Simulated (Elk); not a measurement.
# Worked example: self-consistent single point of CoGa (Pm-3m, 2 atoms in the cell) in Elk

Computed with PBE, all-electron FP-LAPW, Elk's shipped species files, default APW+lo basis (Elk).

This input was run:

```
tasks
  0

xctype
  20

swidth
  0.00367493

maxscl
  100

scale
  1.889726125

avec
    2.8800000000    0.0000000000    0.0000000000
    0.0000000000    2.8800000000    0.0000000000
    0.0000000000    0.0000000000    2.8800000000

atoms
  2
  'Ga.in'
  1
  0.5000000000  0.5000000000  0.5000000000    0.0 0.0 0.0
  'Co.in'
  1
  0.0000000000  0.0000000000  0.0000000000    0.0 0.0 0.0

ngridk
  8 8 8
```

Log, with long lists cut:

```
│ Elk code version 10.2.4 │

All units are atomic (Hartree, Bohr, etc.)

│ Ground-state run starting from atomic densities │

Lattice vectors :
   5.442411240       0.000000000       0.000000000
   0.000000000       5.442411240       0.000000000
   0.000000000       0.000000000       5.442411240

Unit cell volume      :    161.2033507
Brillouin zone volume :    1.538741052

Muffin-tin inner radius fraction :   0.1000000000E-01

Nuclei treated as point charges

Species :    1 (Ga)
 parameters loaded from : Ga.in
 name : gallium
 nuclear charge    :   -31.00000000
 electronic charge :    31.00000000
 atomic mass :    127097.2538
 muffin-tin radius :    2.331633196
 number of radial points in muffin-tin :    497
 atomic positions (lattice), magnetic fields (Cartesian) :
   1 :   0.00000000  0.00000000  0.00000000    0.00000000  0.00000000  0.00000000

Species :    2 (Co)
 parameters loaded from : Co.in
 name : cobalt
 nuclear charge    :   -27.00000000
 electronic charge :    27.00000000
 atomic mass :    107428.6517
 muffin-tin radius :    2.331633196
 number of radial points in muffin-tin :    497
 atomic positions (lattice), magnetic fields (Cartesian) :
   1 :   0.50000000  0.50000000  0.50000000    0.00000000  0.00000000  0.00000000

Total number of atoms per unit cell :    2

Spin treatment :
 spin-unpolarised

Number of Bravais lattice symmetries :   48
Number of crystal symmetries         :   48
Crystal has inversion symmetry
Real symmetric eigensolver will be used

k-point grid :      8     8     8
k-point offset :    0.000000000       0.000000000       0.000000000
k-point set is reduced with full crystal symmetry group
Total number of k-points :       35

Muffin-tin radius times maximum |G+k| :    7.000000000
 using average radius
Maximum |G+k| for APW functions       :    3.002187485
Maximum (1/2)|G+k|²                   :    4.506564847
Maximum |G| for potential and density :    12.00000000
 potential will be trimmed for |G| > 2 gkmax
Constant for pseudocharge density :    7
Radial integration step length :    4

G-vector grid sizes :     21    21    21
Number of G-vectors :     4729

Maximum angular momentum used for
 APW functions                      :    8
 outer part of muffin-tin           :    6
 inner part of muffin-tin           :    1

Total nuclear charge    :   -58.00000000
Total core charge       :    30.00000000
Total valence charge    :    28.00000000
Total excess charge     :    0.000000000
Total electronic charge :    58.00000000

Effective Wigner radius, rₛ :   0.8722061687

Number of empty states         :    8
Total number of valence states :   22
Total number of core states    :   30

Total number of local-orbitals :   31

Exchange-correlation functional :     20     0     0
 Perdew-Burke-Ernzerhof, Phys. Rev. Lett. 77, 3865 (1996)
 gradient requirement :    1
 generalised gradient approximation (GGA)

Smearing type :    3
 Fermi-Dirac
Smearing width :   0.3674930000E-02
Effective electronic temperature (K) :    1160.451112

Mixing type :    3
 Broyden mixing, J. Phys. A: Math. Gen. 17, L317 (1984)

Kohn-Sham potential initialised from atomic data

│ Self-consistent loop started │
│ Loop number : 1 │
 total energy                :     -3347.45539227
│ Loop number : 2 │
 total energy                :     -3346.94473919
RMS change in Kohn-Sham potential (target) :   0.4520518531     (  0.1000000000E-05)
Absolute change in total energy (target)   :   0.5106530809     (  0.1000000000E-03)
│ Loop number : 3 │
 total energy                :     -3346.79569240
RMS change in Kohn-Sham potential (target) :   0.4268519747     (  0.1000000000E-05)
Absolute change in total energy (target)   :   0.2767100543     (  0.1000000000E-03)
│ Loop number : 4 │
 total energy                :     -3345.44700098
RMS change in Kohn-Sham potential (target) :   0.3733418412     (  0.1000000000E-05)
Absolute change in total energy (target)   :    1.417868940     (  0.1000000000E-03)
│ Loop number : 5 │
 total energy                :     -3340.96135332
RMS change in Kohn-Sham potential (target) :   0.1570124612     (  0.1000000000E-05)
Absolute change in total energy (target)   :    4.840114890     (  0.1000000000E-03)
│ Loop number : 6 │
 total energy                :     -3338.71318276
RMS change in Kohn-Sham potential (target) :   0.4873145075E-01 (  0.1000000000E-05)
Absolute change in total energy (target)   :    3.458199281     (  0.1000000000E-03)
│ Loop number : 7 │
 total energy                :     -3337.85878126
RMS change in Kohn-Sham potential (target) :   0.6008343813E-02 (  0.1000000000E-05)
Absolute change in total energy (target)   :    1.718951328     (  0.1000000000E-03)
│ Loop number : 8 │
 total energy                :     -3337.71426261
RMS change in Kohn-Sham potential (target) :   0.1268568342E-02 (  0.1000000000E-05)
Absolute change in total energy (target)   :   0.5742564768     (  0.1000000000E-03)
│ Loop number : 9 │
 total energy                :     -3337.73099450
RMS change in Kohn-Sham potential (target) :   0.8490717119E-03 (  0.1000000000E-05)
Absolute change in total energy (target)   :   0.1268322270     (  0.1000000000E-03)
│ Loop number : 10 │
 total energy                :     -3337.74321621
RMS change in Kohn-Sham potential (target) :   0.2166399184E-03 (  0.1000000000E-05)
Absolute change in total energy (target)   :   0.1948635222E-01 (  0.1000000000E-03)
│ Loop number : 11 │
 total energy                :     -3337.74385338
RMS change in Kohn-Sham potential (target) :   0.7122004760E-04 (  0.1000000000E-05)
Absolute change in total energy (target)   :   0.4234415358E-02 (  0.1000000000E-03)
│ Loop number : 12 │
 total energy                :     -3337.74314143
RMS change in Kohn-Sham potential (target) :   0.7768962239E-05 (  0.1000000000E-05)
Absolute change in total energy (target)   :   0.1770558502E-02 (  0.1000000000E-03)
│ Loop number : 13 │
 total energy                :     -3337.74313700
RMS change in Kohn-Sham potential (target) :   0.5404672508E-05 (  0.1000000000E-05)
Absolute change in total energy (target)   :   0.4470632507E-03 (  0.1000000000E-03)
│ Loop number : 14 │
 total energy                :     -3337.74302033
RMS change in Kohn-Sham potential (target) :   0.1497794236E-05 (  0.1000000000E-05)
Absolute change in total energy (target)   :   0.2284369202E-03 (  0.1000000000E-03)
│ Loop number : 15 │
 total energy                :     -3337.74302110
RMS change in Kohn-Sham potential (target) :   0.9201679372E-06 (  0.1000000000E-05)
Absolute change in total energy (target)   :   0.5634249464E-04 (  0.1000000000E-03)
Convergence targets achieved

│ Loop number : 16 │

Energies :
 Fermi                       :     0.339328194173
 sum of eigenvalues          :     -1914.42015551
 electron kinetic            :      3396.53719415
 core electron kinetic       :      3127.18155355
 Coulomb                     :     -6598.65978184
 Coulomb potential           :     -5134.82666892
 nuclear-nuclear             :     -433.554965939
 electron-nuclear            :     -7195.38296289
 Hartree                     :      1030.27814699
 Madelung                    :     -4031.24644739
 xc potential                :     -176.130680738
 exchange                    :     -132.843884053
 correlation                 :     -2.77495975317
 electron entropic           :    -0.156531942570E-02
 total energy                :     -3337.74299682

Density of states at Fermi energy :    35.61964493
 (states/Hartree/unit cell)

Estimated indirect band gap :   0.3758986509E-02
 from k-point     14 to k-point     24
Estimated direct band gap   :   0.2532183983E-01
 at k-point     31

Charges :
 core                        :    30.00000000
 valence                     :    28.00000000
 interstitial                :    2.054918659
 muffin-tins (core leakage)
  species :    1 (Ga)
   atom    1                 :    29.72133227     (  0.1101325496E-02)
  species :    2 (Co)
   atom    1                 :    26.22374907     (  0.7125532681E-03)
 total in muffin-tins        :    55.94508134
 total calculated charge     :    57.99015014
 total charge                :    58.00000000
 error                       :   0.9849864788E-02

│ Self-consistent loop stopped │
```

The run converged in 16 iterations. The count includes the last loop, which Elk runs after its targets are met.

The starting cell has typed, rounded lattice constants, without a prior relaxation at this level. Spin polarisation is off. Values depend on the basis (sphere radii, cutoffs, local orbitals), which need not be converged. The log's line on a gap gives a spacing of levels on this mesh, which the program prints for metals too.
